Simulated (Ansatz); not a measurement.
The starting structures come from a database of crystals and need not be the phases stable at ambient conditions.

 Where the default PAW files enter, the runs use the earlier of Ansatz's two default sets.

Inside the gap of an insulator the Bloch states are evanescent, with a wavenumber k + iκ along the transport direction.

Data:

```
Hf3N4
1.0
    6.71510     0.00000     0.00000
    0.00000     6.71510     0.00000
    3.35755    -3.35755     3.35755
Hf N
6 8
Cartesian
  0.83939   1.67877   0.00000
  3.35755   0.83939   1.67877
  5.87571   1.67877   3.35755
  6.71510  -0.83939   1.67877
  8.39387   3.35755   2.51816
  5.03632   3.35755   0.83939
  6.26633  -2.90878   2.90878
  2.12755  -1.23000   2.12755
  3.80632   2.90878   2.90878
  7.94510   1.23000   2.12755
  0.44877   3.80632   0.44877
  4.58755  -1.23000   1.23000
  2.90878   2.90878   0.44877
  5.48510   1.23000   1.23000
```

Space group of this cell: I-43d. The cell is taken as given; by PBEsol its mean pressure is -6.3 GPa.

Transport runs along the normal of the first two printed cell vectors, the (001) plane of the conventional cell.

The gap is the functional's own. No spin-orbit coupling. Mid-gap values are interpolated on the energy grid.

Question: Estimate the band gap and the smallest decay constant κ at mid-gap that PBEsol in Ansatz (a quantum-chemistry and plane-wave program) returns for this system.

Answer: Gap 0.95 eV on a 10×10×10 mesh; κ = 0.153 1/Å, at the zone centre.
